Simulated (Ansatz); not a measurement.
Re under load (space group P6_3/mmc), Ansatz (a first-principles code) with PBEsol, DFPT electron-phonon coupling, linearised Boltzmann equation. Condition of this run: hydrostatic pressure 5 GPa (the target of the relaxation). Phonon-limited resistivity 9.15 μΩ·cm at 300 K along z (a = (2.74, 0.00, 0.00) Å; b = (-1.37, 2.37, 0.00) Å; c = (0.00, 0.00, 4.43) Å), 12.5 μΩ·cm at 400 K, current-weighted mean free path 6.0 nm, Drude plasma energy 9.01 eV.

Problem. What is the classical skin depth at 100 GHz (nonmagnetic, μ₀ = 1.257×10⁻⁶ H/m)?

Solution. δ = √(ρ/(π f μ₀)) = 481 nm.

Problem. Estimate the resistivity of a 80 nm square wire with diffuse walls from ρ ≈ ρ₀(1 + 3ℓ/4d).

Solution. 1 + 0.75 × 6.0/80 = 1.06, so ρ ≈ 9.66 μΩ·cm and a line 1 μm long has 15.1 Ω. The formula is the free-electron limit for d well above ℓ; grain boundaries add to it.

Problem. What Drude relaxation time do resistivity and plasma energy imply?

Solution. ω_p = 1.37e16 s⁻¹, so τ = 1/(ε₀ ω_p² ρ) = 6.59 fs, a damping ħ/τ of 99.9 meV.

A metal at this level (no band gap). Only scattering by harmonic phonons is included (no impurities, grain boundaries, electron-electron scattering or thermal expansion). Spin-orbit coupling is left out, which matters with elements this heavy. Halving the electron mesh (36x36x20) moves the resistivity by up to 4 % at 300 K, the mean free path by up to 5 %. Smearing 0.20 eV; phonons on a 6x6x3 q mesh, which this run doesn't test.
